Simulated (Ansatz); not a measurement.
# Sb (model structure, started from the C4 type, I4₁32, No. 214, 4 atoms in the cell): lattice constant a by level of theory

No measured value is used here.

```csv
level (code),value (Å)
LDA (Ansatz),7.907
PBE (Ansatz),8.090
PBEsol (Ansatz),(withheld)
PBE-D3(BJ) (Ansatz),8.022
r²SCAN (Ansatz),(withheld)
r²SCAN+rVV10 (Ansatz),7.974
```

Complete the blanks.


- PBEsol (Ansatz, a program for electronic structure), value (Å): 7.980
- r²SCAN (Ansatz), value (Å): 8.009

Cutoffs differ between the levels. Ansatz's density-functional and Hartree–Fock values are scalar-relativistic unless marked +SOC, with PAW data made under PBE.

A model structure was made by putting elements into a prototype or built by hand; it is no filed structure, need not be a known phase, and can be a saddle point held by its symmetry.
